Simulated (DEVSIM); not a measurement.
## GaP p-i-n diode

Device: GaP p-i-n diode, at 250 K.

| layer (left to right) | material | thickness (μm) | Nd (cm⁻³) | Na (cm⁻³) | τn (s) | τp (s) |
|---|---|---|---|---|---|---|
| 1 | GaP | 1.40 | - | 1.2e17 | 2e-7 | 2e-7 |
| 2 | GaP | 30.0 | 2.8e15 | - | 2e-7 | 2e-7 |
| 3 | GaP | 0.850 | 2.9e17 | - | 2e-7 | 2e-7 |

Left contact: ohmic. Right contact: ohmic. Voltage is applied to the left contact. Recombination: SRH at mid-gap. Mobility is μmin + (μ − μmin)/(1 + (N/Nref)^α).

This is a model device: material constants are rounded textbook-type values typed into the input, and sizes, dopings and lifetimes were drawn at random. Values at 300 K; Nc and Nv go as T^1.5, mobilities as T to minus their exponent, the gap by Varshni's rule with the affinity fixed.

```csv
parameter,GaP
gap (eV),2.26
affinity (eV),3.8
permittivity,11.1
Nc (cm⁻³),1.8e19
Nv (cm⁻³),1.9e19
μn (cm²/Vs),250
μp (cm²/Vs),150
"μn,min",10
"μp,min",10
"Nref,n",4.4e18
"Nref,p",1e18
αn,0.8
αp,0.85
T exponent of μn,1.6
T exponent of μp,1.98
Varshni α (eV/K),0.00058
Varshni β (K),372
```

Simulated with DEVSIM: 1D drift-diffusion, Boltzmann statistics, complete ionisation; no tunnelling, impact ionisation, image-force lowering or self-heating.

- Potential step across the device at zero bias: 2.093 V
- Dark forward voltage at 1 A/cm²: 1.909 V
- Dark forward voltage at 100 A/cm²: 2.170 V

Small-signal capacitance in reverse bias (quasi-static):

| V (V) | C (nF/cm²) |
|---|---|
| -0.2 | 10.0 |
| -0.5 | 9.38 |
| -1 | 8.55 |
| -1.5 | 7.90 |
| -2 | 7.39 |
| -3 | 6.60 |
| -4 | 6.02 |
| -5 | 5.57 |
| -6.5 | 5.05 |
| -8 | 4.65 |
| -10 | 4.25 |

Dark forward current:

```
V (V)  J (A/cm²)
-----  ---------
0.80     2.1e-14
0.90     2.3e-13
1.00     2.4e-12
1.10     2.6e-11
1.20     2.9e-10
1.30      3.2e-9
1.40      3.6e-8
1.50      4.3e-7
1.60      6.4e-6
1.70     0.00021
1.85        0.13
1.95         2.8
2.05          19
2.15          80
2.25         210
2.35         430
2.45         730
2.55        1100
2.65        1600
2.75        2200
```
